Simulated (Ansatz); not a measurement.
**How the bulk modulus of Al (model structure, started from the diamond type, Fd-3m, No. 227, 2 atoms in the cell) moves with the method**

No measured value is used here.

```csv
level (code),value (GPa),cell (Å³/atom)
LDA (Ansatz),(withheld),26.32
PBEsol (Ansatz),40.1,26.94
r²SCAN (Ansatz),40.5,27.38
```

**Question.** Complete the blanks.

**Answer.** 
- LDA (Ansatz, a program for electronic structure), value (GPa): 41.5

LDA, PBEsol, r²SCAN: the bulk modulus is −V dP/dV from two relaxed cells at ±2 % in volume. Each level is taken at its own relaxed cell. Cutoffs differ between the levels. Ansatz's density-functional and Hartree–Fock values are scalar-relativistic unless marked +SOC, with PAW data made under PBE.

A model structure was made by putting elements into a prototype or built by hand; it is no filed structure, need not be a known phase, and can be a saddle point held by its symmetry.
